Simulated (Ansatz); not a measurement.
For GeRh (model structure, started from the TiAs type, P6₃/mmc, No. 194, 8 atoms in the cell), PBEsol (PAW; Ansatz, a first-principles code) gives:

lattice constant a: 3.854 Å
lattice parameter c: 9.464 Å

Q: What does PBE-D3(BJ) (Ansatz, PAW) give for the same quantities?

A: 
- lattice constant a: 3.863 Å (grows by 0.2 %)
- lattice parameter c: 9.510 Å (rises by 0.5 %)

Changes are worked out from the printed values.

Unless a cell is named, each level is at its own relaxed cell (PBEsol 15.22, PBE-D3(BJ) 15.36 Å³/atom).

Ansatz's density-functional and Hartree–Fock values are scalar-relativistic unless marked +SOC, with PAW data made under PBE.

A model structure was made by putting elements into a prototype or built by hand; it is no filed structure, need not be a known phase, and can be a saddle point held by its symmetry.
